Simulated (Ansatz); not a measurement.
## How the volume per atom of SiO2 (model structure, started from the CdI2 type, P-3m1, No. 164, 3 atoms in the cell) moves with the method

No measured value is used here.

```csv
level (code),value (Å³/atom)
PBE (Ansatz),11.81
PBEsol (Ansatz),11.32
PBE-D3(BJ) (Ansatz),9.59
```

Ansatz's density-functional and Hartree–Fock values are scalar-relativistic unless marked +SOC, with PAW data made under PBE.

A model structure was made by putting elements into a prototype or built by hand; it is no filed structure, need not be a known phase, and can be a saddle point held by its symmetry.

Ansatz is a quantum-chemistry and plane-wave program.
